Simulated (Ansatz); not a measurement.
Base system: Si in the diamond structure (space group Fd-3m, No. 227; a = 5.402 Å). Axes: x, y, z lie along the cube axes.

Method: Ansatz (a quantum-chemistry and plane-wave program) LDA, no SOC.

Before the change:

| Quantity | Value |
|---|---|
| Valence-band top at Γ | 0.00, 0.00, 0.00 eV |
| Valley order | a point along ⟨100⟩, about 1.0 Å⁻¹ from Γ 0.45 eV; L along ⟨111⟩ 1.48 eV |

It is then changed as follows: compressive biaxial strain of 1.00 % in the plane normal to [001], as in epitaxy on a mismatched substrate; the out-of-plane cell vector and the atoms relax.

### Question
Predict the new valence-band top at Γ.

### Answer
The valence-band top at Γ (three highest levels, from the VBM) becomes 0.00, 0.00, -0.13 eV (base: 0.00, 0.00, 0.00 eV).

### Question
How does this affect the in-plane stress?

### Answer
The mean in-plane stress (compression positive) is +1.8 GPa.

### Question
What happens to the valley order?

### Answer
The valley order (the lowest conduction-band minima on the path, energy above the VBM, named in the base's zone) goes from a point along ⟨100⟩, about 1.0 Å⁻¹ from Γ 0.45 eV; L along ⟨111⟩ 1.48 eV to a point along [100], about 1.0 Å⁻¹ from Γ 0.33 eV; a point along [001], about 1.0 Å⁻¹ from Γ 0.49 eV; L along [1-1-1] 1.46 eV.

The levels and masses belong to the bands next to the band gap. No phonon test of stability was made.
